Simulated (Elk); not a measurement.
Band structure of Nb (Im-3m, 1 atom in the cell).

```yaml
crystal:
  lattice:
    - [-1.65881, 1.65881, 1.65881]
    - [1.65881, -1.65881, 1.65881]
    - [1.65881, 1.65881, -1.65881]
  atoms:
    - { symbol: Nb, position: [0.00000, 0.00000, 0.00000] }
```

Level of theory: PBE, all-electron FP-LAPW, Elk's shipped species files, APW+lo basis with extra local orbitals (Elk).

Settings: xctype = 20; rgkmax = 8; stype = 0; swidth = 0.00367493 Ha; ngridk = 9 9 9; gmaxvr = 16 1/bohr; nxlo = 2; lorbcnd = true; rmtscf = 0.98; lmaxi = 3; maxscl = 100.

The starting cell comes from a database of computed structures (which also holds hypothetical and non-ambient phases and stackings), without a prior relaxation at this level. Spin polarisation is off. Values depend on the basis (sphere radii, cutoffs, local orbitals), which need not be converged.

Levels in eV from the Fermi level, bands 3 to 10:
```
point       3       4      5      6      7     8     9    10
-----  ------  ------  -----  -----  -----  ----  ----  ----
Γ      -29.67  -29.67  -5.89   0.38   0.38  0.38  3.25  3.25
H      -30.56  -30.56  -3.65  -3.65   5.53  5.53  5.53  8.96
N      -30.08  -29.68  -3.66  -1.62   2.23  3.26  3.94  6.29
P      -30.33  -30.33  -1.08  -1.08  -1.08  4.07  4.07  9.31
```

Bands cross the Fermi level along this path, so the cell is metallic at this level.
